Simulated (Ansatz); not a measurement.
## WSi2: response to strain

The parent structure is WSi2 (space group I4/mmm, No. 139; relaxed with 0.1 eV smearing).

```
CELL_PARAMETERS angstrom
     -1.60572     1.60572     3.90242
      1.60572    -1.60572     3.90242
      1.60572     1.60572    -3.90242
ATOMIC_POSITIONS crystal
  W  0.00000 0.00000 0.00000
  Si 0.33482 0.33482 0.00000
  Si 0.66518 0.66518 0.00000
```

Cartesian axes are those of the cell as printed.

Strains are applied to the cell and any free atomic positions relax; under biaxial strain the out-of-plane vector relaxes too; under stress the whole cell relaxes.

Level of theory: r2SCAN in Ansatz (plane waves to 500 eV, PAW, spin-orbit coupling left out).

Notes on the quantities. energy relative to the base: free energy F.

| change | shortest interatomic distance | energy relative to the base |
|---|---|---|
| base | 2.578 Å | 0 meV/atom |
| biaxial strain −1.64 %, plane normal [001], relaxed out of plane | 2.585 Å | +12 meV/atom |
| biaxial strain +0.53 %, plane normal [001], relaxed out of plane | 2.572 Å | +1.2 meV/atom |
| uniaxial stress, 8 GPa compression along x | 2.588 Å | +6.3 meV/atom |
| uniaxial stress, 0.5 GPa compression along z | 2.576 Å | 0.0 meV/atom |
| uniaxial stress, 8 GPa tension along z | 2.614 Å | +5.4 meV/atom |

Beyond what the load breaks, stability against distortions was not tested. The final runs are not spin-polarised.

Ansatz is a program for electronic structure.
